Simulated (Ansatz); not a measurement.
## Worked example: self-consistent single point of Y₂MgO₄ (Fd-3m, 14 atoms in the cell) in Ansatz

Computed with PBE (plane waves, PAW; Ansatz, an electronic-structure program).

This input was run:

Ansatz 0.2 input:
```yaml
# Y2MgO4
crystal:
  lattice:
    - [0.000000, 4.546218, 4.546218]
    - [4.546218, 0.000000, 4.546218]
    - [4.546218, 4.546218, 0.000000]
  atoms:
    - { symbol: Y, position: [0.125000, 0.125000, 0.125000] }
    - { symbol: Y, position: [0.625000, 0.125000, 0.125000] }
    - { symbol: Y, position: [0.125000, 0.625000, 0.125000] }
    - { symbol: Y, position: [0.125000, 0.125000, 0.625000] }
    - { symbol: Mg, position: [0.750000, 0.750000, 0.750000] }
    - { symbol: Mg, position: [0.500000, 0.500000, 0.500000] }
    - { symbol: O, position: [0.362600, 0.362600, 0.362600] }
    - { symbol: O, position: [0.912200, 0.362600, 0.362600] }
    - { symbol: O, position: [0.362600, 0.912200, 0.362600] }
    - { symbol: O, position: [0.362600, 0.362600, 0.912200] }
    - { symbol: O, position: [0.887400, 0.887400, 0.887400] }
    - { symbol: O, position: [0.337800, 0.887400, 0.887400] }
    - { symbol: O, position: [0.887400, 0.337800, 0.887400] }
    - { symbol: O, position: [0.887400, 0.887400, 0.337800] }
kpoints:
  mp_grid:
    grid: [4, 4, 4]
hamiltonian:
  xc: pbe
  pseudopotentials:
    kind: paw
scf:
  occupations:
    method: gaussian
    width: 0.0073 Ry
output:
  forces: true
  eigenvalues: true
  stress: true
```

Output, abridged:

```
WARN basis.ecutwfc = 420 eV, the default
WARN ansatz: RAYON_NUM_THREADS=1 ignored (pool sized by the plan → 1); use --threads N
Pseudopotentials: kind: paw
Pseudopotential: Y, paw, valence charge 11
Pseudopotential: Mg, paw, valence charge 10
Pseudopotential: O, paw, valence charge 6
Crystal: 14 atoms, lattice volume = 187.923 Å³
Basis set: ecut = 420 eV, 3695 PW (Γ), exchange–correlation on 90×90×90 points (8 copies of the dense FFT grid, shifted against one another)
Bands: 70, of which v1, the nominal top of the filled ones, is band 56 counted from 1 (55 counted from 0)
Symmetry: 48 space group operations
Space group: Fd-3m (ITA 227), of the structure as read, at distance tolerance 5.7e-5 Å
k-points: 8 of 64
Initial density: superposition of atomic densities (neutral atoms: chi_scale 0, normalization atom), corrected by the library's trained network
Initial wavefunctions: pseudopotential atomic-orbital guess
Eigensolver: davidson
Functional: x = pbe(κ = 0.804, μ = 0.2195149727645171), c = pbe(β = 0.06672455060314922)
SCF iter   1: F=—  HF=-23804.290956 eV  |F-HF|=—  |Δ(HF+E_count)|=         —  Δρ=2.23e-3  dr2=4.82e-3  ethr=1.77e-3  ⟨swp⟩=6.1  Hψ=2306  notcnv=0  defer=2
all-band conjugate gradients solve this SCF's bands
preconditioner: auto → Resta (q_TF=auto, 2.503 Å⁻¹)
SCF iter   2: F=—  HF=-23804.291366 eV  |F-HF|=—  |Δ(HF+E_count)|=   4.10e-4  Δρ=1.03e-3  dr2=8.96e-4  ethr=4.30e-6  ⟨swp⟩=2.0  Hψ=1080  notcnv=0  defer=1
SCF iter   3: F=—  HF=-23804.291904 eV  |F-HF|=—  |Δ(HF+E_count)|=   5.38e-4  Δρ=4.82e-4  dr2=2.33e-4  ethr=8.00e-7  ⟨swp⟩=2.0  Hψ=667  notcnv=0  defer=1
SCF iter   4: F=—  HF=-23804.292164 eV  |F-HF|=—  |Δ(HF+E_count)|=   2.59e-4  Δρ=7.44e-5  dr2=1.19e-5  ethr=2.08e-7  ⟨swp⟩=2.0  Hψ=836  notcnv=0  defer=1
SCF iter   5: F=—  HF=-23804.292186 eV  |F-HF|=—  |Δ(HF+E_count)|=   2.22e-5  Δρ=3.33e-5  dr2=1.30e-6  ethr=1.07e-8  ⟨swp⟩=2.0  Hψ=933  notcnv=0  defer=1
SCF iter   6: F=—  HF=-23804.292186 eV  |F-HF|=—  |Δ(HF+E_count)|=   3.59e-7  Δρ=1.15e-5  dr2=1.18e-7  ethr=1.16e-9  ⟨swp⟩=2.0  Hψ=933  notcnv=0  defer=1
SCF iter   7: F=-23804.292186 eV  HF=-23804.292186 eV  |F-HF|=2.87e-10  |Δ(HF+E_count)|=   4.16e-8  Δρ=2.46e-6  dr2=7.83e-9  ethr=8.93e-11  ⟨swp⟩=9.1  Hψ=2373  notcnv=0
SCF 1 converged in 7 iterations: F = -23804.292186 eV  dr2 = 7.83e-9
SCF converged after 7 iterations
Free energy (F): -23804.292186 eV
Harris-Foulkes:  -23804.292186 eV  (|F-HF|=2.87e-10)
Internal energy: -23804.292186 eV  (E = F + TS)
E sigma→0 (E₀):  -23804.292186 eV
Fermi energy:    9.811422 eV
--- Per-component energies (eV) ---
  E_band       = -991.269705
  E_kinetic    = 2828.285157
  E_local      = -8215.229596  (includes V_loc(G=0)·N_el)
  E_nonlocal   = 774.931694
  E_hartree    = 2918.455107
  E_xc         = -1364.395870
  E_vxc        = -1654.455342  (∫ρ·V_xc dr)
  E_paw        = -13155.828168  (= ΣΔE_a)
  E_vpaw       = -561.733368  (= ΣTr[D̂ρ^β])
  E_aug_tail   = 0.019946  (compensation charges beyond the density's cutoff)
  E_ewald      = -7590.530455
  E_smearing   = -0.000000  (= −TS)
  E_closure    = -0.000000  (closes the sum)
  Σ components = -23804.292186   (vs F -23804.292186, Δ=0.00e0)
--- Forces (eV/Å), atoms counted from 1 ---
  atom   1  Y     -0.00000000     0.00000000     0.00000000
  atom   2  Y     -0.00000000    -0.00000000     0.00000000
  atom   3  Y      0.00000000     0.00000000     0.00000000
  atom   4  Y      0.00000000     0.00000000     0.00000000
  atom   5  Mg     0.00000000     0.00000000     0.00000000
  atom   6  Mg    -0.00000000     0.00000000     0.00000000
  atom   7  O      1.54727233     1.54727233     1.54727233
  atom   8  O      1.54727233    -1.54727233    -1.54727233
  atom   9  O     -1.54727233     1.54727233    -1.54727233
  atom  10  O     -1.54727233    -1.54727233     1.54727233
  atom  11  O     -1.54727233    -1.54727233    -1.54727233
  atom  12  O     -1.54727233     1.54727233     1.54727233
  atom  13  O      1.54727233    -1.54727233     1.54727233
  atom  14  O      1.54727233     1.54727233    -1.54727233
  max |Σ_I F_I| component: 1.78e-15 eV/Å
--- Stress (GPa, compression-positive) ---
       20.321429       0.000000      -0.000000
        0.000000      20.321429      -0.000000
        0.000000       0.000000      20.321429
  P = ⅓ Tr σ = 20.3214 GPa (203.214 kbar)
  The stress holds the Pulay correction. Without it, at fixed plane waves, as pw.x and ABINIT print it: P = 19.8387 GPa
--- Band table (eV; the first three rows and the last of 8) ---
  k-point 0: bands = ["-65.8480", "-65.8480", "-32.6035", "-32.6035", "-32.6035", "-32.6029", "-32.6029", "-32.6029", "-30.9006", "-30.6712", "-30.6712", "-30.6712", "-13.4006", "-12.5390", "-12.5390", "-12.5390", "-11.2640", "-11.2640", "-10.7015", [...]
  k-point 1: bands = ["-65.8480", "-65.8480", "-32.6035", "-32.6035", "-32.6035", "-32.6030", "-32.6029", "-32.6029", "-30.8772", "-30.6960", "-30.6712", "-30.6712", "-13.2334", "-12.4729", "-12.4030", "-12.4030", "-11.3439", "-11.3439", "-11.1679", [...]
  k-point 2: bands = ["-65.8480", "-65.8480", "-32.6036", "-32.6036", "-32.6035", "-32.6030", "-32.6029", "-32.6029", "-30.8444", "-30.7302", "-30.6713", "-30.6713", "-13.0455", "-12.1920", "-12.1920", "-12.1531", "-11.9190", "-11.5566", "-11.5566", [...]
  k-point 7: bands = ["-65.8480", "-65.8480", "-32.6036", "-32.6036", "-32.6032", "-32.6032", "-32.6028", "-32.6028", "-30.7877", "-30.7877", "-30.6715", "-30.6715", "-12.5815", "-12.5815", "-12.0406", "-12.0406", "-11.7177", "-11.7177", "-11.5579", [...]
```

The run converged in 7 iterations.

The starting cell was generated: these elements placed on a structure prototype, without a prior relaxation; it need not be a known phase or ordering of this composition. With a pressure of about 20 GPa the cell is away from its equilibrium volume at this level. Forces in this geometry exceed 1 eV/Å. Ansatz's pressure includes its estimate of the finite-basis (Pulay) stress.
